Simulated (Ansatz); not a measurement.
The parent structure is ZnSe in the zinc blende structure (space group F-43m, No. 216; a = 5.665 Å). Axes: x, y, z lie along the cube axes.

Levels (all Ansatz, a program for electronic structure, PAW): r2SCAN (500 eV, no SOC); HSE06 (420 eV, without spin-orbit coupling).

Its gap is 1.87 eV with r2SCAN and 2.42 eV with HSE06.

The change: strain tensor (xx, yy, zz, yz, xz, xy) = (−0.91, −1.17, +0.80, +2.12, −0.41, +0.30) %; the atoms relax in the strained cell.

With r2SCAN the gap becomes 1.77 eV.

Question: If the HSE06 correction stayed the same, what would the HSE06 gap be, and what does the HSE06 run give?

Answer: A rigid correction of +0.55 eV gives 2.32 eV. The HSE06 run gives 2.32 eV, so the two effects roughly add.

Single points use the geometry relaxed with r2SCAN. No phonon test of stability was made.
